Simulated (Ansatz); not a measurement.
Take WC (space group P-6m2, No. 187; a = 2.913 Å, c = 2.836 Å; relaxed with 0.1 eV smearing) as the base.

Structures relaxed with r2SCAN, PAW, 500 eV (Ansatz, an electronic-structure program; no spin-orbit coupling), earlier PAW set.

Base:

Simulated powder pattern, Cu Kα, λ = 1.54184 Å (kinematic, ideal powder, no thermal factors, no anomalous dispersion; the 10 strongest lines at most, above 2 %, up to 2θ = 90°):

| 2θ (°) | I/Imax (%) | hkl |
|---|---|---|
| 31.55 | 42 | (001) |
| 35.59 | 100 | (100) |
| 48.28 | 96 | (101) |
| 63.91 | 22 | (110) |
| 65.87 | 6.7 | (002) |
| 73.03 | 25 | (111) |
| 75.35 | 12 | (200) |
| 77.17 | 23 | (102) |
| 83.96 | 20 | (201) |

Perturbation: every lattice vector is shortened by 3.88 %; the atoms relax in the strained cell.

Question: Predict the new powder pattern.

Answer: 
Simulated powder pattern, Cu Kα, λ = 1.54184 Å (kinematic, ideal powder, no thermal factors, no anomalous dispersion; the 10 strongest lines at most, above 2 %, up to 2θ = 90°):

```json
[
 {"2θ (°)": "32.86", "I/Imax (%)": "43", "hkl": "(001)"},
 {"2θ (°)": "37.07", "I/Imax (%)": "100", "hkl": "(100)"},
 {"2θ (°)": "50.37", "I/Imax (%)": "95", "hkl": "(101)"},
 {"2θ (°)": "66.82", "I/Imax (%)": "21", "hkl": "(110)"},
 {"2θ (°)": "68.89", "I/Imax (%)": "6.5", "hkl": "(002)"},
 {"2θ (°)": "76.49", "I/Imax (%)": "25", "hkl": "(111)"},
 {"2θ (°)": "78.96", "I/Imax (%)": "12", "hkl": "(200)"},
 {"2θ (°)": "80.91", "I/Imax (%)": "23", "hkl": "(102)"},
 {"2θ (°)": "88.20", "I/Imax (%)": "21", "hkl": "(201)"}
]
```

The indices refer to the base's conventional cell; one index is shown for lines that coincide.

Stability against distortions was not tested. The final runs are not spin-polarised.
